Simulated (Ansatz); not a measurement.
Abridged Ansatz (an electronic-structure program) output:

```
Relaxation: its limit of steps is 60 (relax.max_steps)
Pseudopotential: Pt, paw, valence charge 18
Pseudopotential: Ge, paw, valence charge 14
Crystal: 8 atoms, lattice volume = 127.859 Å³
Basis set: ecut = 420 eV, 2507 PW (Γ), exchange–correlation on 80×50×90 points (8 copies of the dense FFT grid, shifted against one another)
Bands: 77, of which v1, the nominal top of the filled ones, is band 64 counted from 1 (63 counted from 0)
Symmetry: 8 space group operations
k-points: 175 of 768
Functional: x = pbe(κ = 0.804, μ = 0.2195149727645171), c = pbe(β = 0.06672455060314922)
SCF iter   1: F=—  HF=-67275.536962 eV  |F-HF|=—  |Δ(HF+E_count)|=         —  Δρ=2.85e-3  dr2=3.06e-3  ethr=1.77e-3  ⟨swp⟩=5.8  Hψ=44990  notcnv=0  defer=189
SCF iter   2: F=—  HF=-67275.541589 eV  |F-HF|=—  |Δ(HF+E_count)|=   4.63e-3  Δρ=1.66e-3  dr2=1.06e-3  ethr=2.39e-6  ⟨swp⟩=3.8  Hψ=31147  notcnv=0  defer=342
SCF 1 converged in 7 iterations: F = -67275.542577 eV  dr2 = 1.71e-8
relax step   1: F+E_penalty+E_count = -67275.54257749 eV  Δ(F+E_penalty+E_count) = +0.000e0 eV  max|allowed force component| = 3.979e-4 eV/Å  Δτ_max = 0.0000 Å  P = +8.999 GPa  Ω = 127.859 Å³  (7 SCF iters, dr2 threshold 1.00e-7 eV, accepted)
[... steps on the carried basis left out ...]
relax step   8: F+E_penalty+E_count = -67275.10045957 eV  Δ(F+E_penalty+E_count) = +2.435e-3 eV  max|allowed force component| = 7.746e-4 eV/Å  Δτ_max = 0.0000 Å  P = +18.012 GPa  Ω = 122.540 Å³  stress off target by 1.54e-2 GPa  SCF on the basis re-selected at this cell (its energy is not comparable with the rows above)  (7 SCF iters)
SCF converged after 7 iterations
Free energy (F): -67275.100460 eV
Internal energy: -67275.083737 eV  (E = F + TS)
E sigma→0 (E₀):  -67275.092098 eV
Entropy (-TS):   -0.016723 eV (-2.090 meV/atom)
Fermi energy:    19.296348 eV
--- Forces (eV/Å), atoms counted from 1 ---
  atom   1  Pt     0.00011160    -0.00000000     0.00006062
  atom   2  Pt     0.00011160     0.00000000    -0.00006062
  atom   3  Pt    -0.00011160     0.00000000    -0.00006062
  atom   4  Pt    -0.00011160    -0.00000000     0.00006062
  atom   5  Ge     0.00009506    -0.00000000     0.00077458
  atom   6  Ge     0.00009506    -0.00000000    -0.00077458
  atom   7  Ge    -0.00009506     0.00000000    -0.00077458
  atom   8  Ge    -0.00009506     0.00000000     0.00077458
--- Stress (GPa, compression-positive) ---
       18.010456      -0.000000      -0.000000
       -0.000000      18.009395      -0.000000
       -0.000000      -0.000000      18.015393
  P = ⅓ Tr σ = 18.0117 GPa (180.117 kbar)
--- Relaxed structure (7 steps of the walk, 6 accepted, 1 SCFs on fresh bases) ---
  cell:  # Å, volume = 122.5404 Å³
    - [5.6478210636372905, -2.5170817988378718e-33, -2.735958476997687e-34]
    - [-1.6212726822371525e-33, 3.6355659449419044, -5.863697489669169e-18]
    - [-2.893834941943558e-34, -9.628908844798838e-18, 5.967965106276544]
  atoms:
    - { symbol: Pt, position: [1.0066404521361636, 0.25, 0.1881114159928234] }
    - { symbol: Pt, position: [0.5066404521361635, 0.25, 0.31188858400717656] }
    - { symbol: Pt, position: [-0.006640452136163537, 0.75, 0.8118885840071768] }
    - { symbol: Pt, position: [0.4933595478638364, 0.75, 0.6881114159928232] }
    - { symbol: Ge, position: [0.17988511574596994, 0.25, 0.58778644694482] }
    - { symbol: Ge, position: [0.67988511574597, 0.25, 0.9122135530551799] }
    - { symbol: Ge, position: [0.82011488425403, 0.75, 0.41221355305518] }
    - { symbol: Ge, position: [0.32011488425403006, 0.75, 0.0877864469448199] }
```

Task: What was computed, and what are the main results?

Result: PtGe, 8 atoms in the cell, with PBE/PAW in Ansatz, without spin-orbit coupling, from a series relaxed to a target (pressure 18 GPa). The last SCF converged to F = -67275.100460 eV, or -8409.3876 eV per atom, at a pressure of 18.01 GPa. The total energy compares only with runs of the same code, potentials and settings.

Load acts through the strain it causes; cell and atoms are relaxed under it. No phonon test of stability was made. Competing high-pressure phases were not computed. All final runs are without spin polarisation. The cell was made from PtGe (space group Pnma, No. 62) by this change: pressure 18 GPa.

Keys are those of Ansatz 0.2.
